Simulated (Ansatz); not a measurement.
In a (8,0) BAs nanotube, the lowest empty band has its minimum at Γ and lies 0.013 eV higher 0.0336 Å⁻¹ away along the axis.

These are PBE (plane waves to 420 eV, PAW; Ansatz, a quantum-chemistry and plane-wave program) values and carry that method's errors. Mesh 1×1×6. No spin polarisation. It repeats along c; a and b span vacuum. A hypothetical model, rolled from the flat sheet. Symmetry and one short period hold its shape; lower forms weren't sought. Values not marked SOC lack spin–orbit coupling.

Q: Estimate the electron mass along the axis.

A: For a parabola ΔE = ħ²Δk²/2m, and ħ²/2mₑ = 3.810 eV Å². So m/mₑ = 3.810 × 0.0336²/0.013 = 0.33. The curvature over a step a third as long gives 0.33; the band is close to a parabola here.
